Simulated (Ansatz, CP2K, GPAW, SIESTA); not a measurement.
# Code comparison for KMgF₃ (Pm-3m, 5 atoms in the cell)

Band-structure calculation.

```
CELL_PARAMETERS angstrom
      4.00234     0.00000     0.00000
      0.00000     4.00234     0.00000
      0.00000     0.00000     4.00234
ATOMIC_POSITIONS crystal
  K  0.50000 0.50000 0.50000
  Mg 0.00000 0.00000 0.00000
  F  0.00000 0.50000 0.00000
  F  0.50000 0.00000 0.00000
  F  0.00000 0.00000 0.50000
```

Shared settings, as Ansatz (a quantum-chemistry and plane-wave program) writes them: kpoints.mp_grid.grid = 4 4 4; scf.occupations.method = fermi_dirac; scf.occupations.width = 0.02 eV. Potentials and cutoffs stand in the table.

```tsv
code	model	gap along the path (eV)	smallest direct gap (eV)	cutoff
Ansatz	PBE, default PAW files	7.24	7.56	default
SIESTA	GGA PBE, numerical atomic orbitals DZP, PseudoDojo PBE standard norm-conserving potentials (rewritten from UPF to PSML)	6.90	7.27	grid 300 Ry
CP2K	PBE, GPW, DZVP-MOLOPT-SR-GTH basis, GTH-PBE potentials (GTH_POTENTIALS)	7.24	7.58	grid 1000 Ry
GPAW	PBE, GPAW PAW datasets PBE (gpaw-data 1.0.1)	7.24	7.56	900 eV
```

The spread over the programs that give each value: gap along the path within 0.34 eV; smallest direct gap within 0.31 eV.

SIESTA and CP2K use small atom-centred bases, whose incompleteness enters pressures, forces and empty levels differently from a plane-wave cutoff.

In the gap along the path, SIESTA stands apart from the plane-wave programs.

The starting cell comes from a database of computed structures (which also holds hypothetical and non-ambient phases and stackings), without a prior relaxation at this level. Its lattice was rescaled by a random factor within 2.5 % of one.

Left out of this page: Quantum ESPRESSO and FLEUR (not drawn, or without a comparable value); ABINIT (with a known weakness of the program).

Keys are those of Ansatz 0.2.
